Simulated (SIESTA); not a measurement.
# Convergence study of shifted k-point meshes for ZnSe (R3m, 2 atoms in the cell)

```
CELL_PARAMETERS angstrom
      0.00000     2.82083     2.82083
      2.82083     0.00000     2.82083
      2.82083     2.82083     0.00000
ATOMIC_POSITIONS crystal
  Zn 0.00512 0.00512 0.00512
  Se 0.25000 0.25000 0.25000
```

Computed with LDA PW92, numerical atomic orbitals DZP, PseudoDojo LDA standard norm-conserving potentials (rewritten from UPF to PSML) run with SIESTA 5.4.2.

Base settings: XC.functional = LDA; XC.authors = PW92; potentials = PseudoDojo LDA standard; PAO.BasisSize = DZP; PAO.EnergyShift = 0.01 Ry; MeshCutoff = 350 Ry; kgrid.MonkhorstPack = 8 8 8; OccupationFunction = FD; ElectronicTemperature = 10 meV; MaxSCFIterations = 150.

Shifted meshes do not hold Γ, so a gap read on them misses any band edge there.

Only quantities that move along the ladder and can be compared are tabulated.

The starting cell has typed, rounded lattice constants, without a prior relaxation at this level. Its lattice was rescaled by up to half a per cent. One atom was moved a little off its site on purpose. Values carry the incompleteness of an atom-centred basis.

| kgrid.MonkhorstPack | free energy less the last step's (meV/atom) | pressure (GPa) | largest difference of a force vector from the last step's (eV/Å) | gap on the mesh (eV) |
|---|---|---|---|---|
| 2 2 2 shifted by 0.5 0.5 0.5 | 23.82 | -1.94 | 0.385 | 3.526 |
| 3 3 3 shifted by 0.5 0.5 0.5 | -0.06 | -2.13 | 0.097 | 2.981 |
| 4 4 4 shifted by 0.5 0.5 0.5 | -0.27 | -2.15 | 0.019 | 2.522 |
| 5 5 5 shifted by 0.5 0.5 0.5 | -0.09 | -2.15 | 0.004 | 2.212 |
| 6 6 6 shifted by 0.5 0.5 0.5 | -0.02 | -2.15 | 0.000 | 2.001 |
| 7 7 7 shifted by 0.5 0.5 0.5 | 0.00 | -2.15 | 0.000 | 1.852 |
| 8 8 8 shifted by 0.5 0.5 0.5 | 0.00 | -2.15 | 0.000 | 1.744 |
| 9 9 9 shifted by 0.5 0.5 0.5 | 0.00 | -2.15 | 0.000 | 1.663 |
| 10 10 10 shifted by 0.5 0.5 0.5 | 0.00 | -2.15 | 0.000 | 1.600 |
| 11 11 11 shifted by 0.5 0.5 0.5 | 0.00 | -2.15 | 0.000 | 1.551 |
| 12 12 12 shifted by 0.5 0.5 0.5 | 0.00 | -2.15 | 0.000 | 1.512 |
| 13 13 13 shifted by 0.5 0.5 0.5 | 0.00 | -2.15 | 0.000 | 1.481 |
| 14 14 14 shifted by 0.5 0.5 0.5 | 0.00 | -2.15 | 0.000 | 1.455 |
| 16 16 16 shifted by 0.5 0.5 0.5 | 0.00 | -2.15 | 0.000 | 1.416 |
| 18 18 18 shifted by 0.5 0.5 0.5 | 0.00 | -2.15 | 0.000 | 1.388 |
| 20 20 20 shifted by 0.5 0.5 0.5 | 0.00 | -2.15 | 0.000 | 1.367 |
| 22 22 22 shifted by 0.5 0.5 0.5 | 0.00 | -2.15 | 0.000 | 1.351 |

Coarsest kgrid.MonkhorstPack that holds the pressure within 0.05 GPa of the last step, with all finer ones: 3 3 3 shifted by 0.5 0.5 0.5; the step before is off by 0.21 GPa.

Coarsest kgrid.MonkhorstPack that holds the free energy within 2 meV/atom of the last step, with all finer ones: 3 3 3 shifted by 0.5 0.5 0.5; the step before is off by 24 meV/atom.
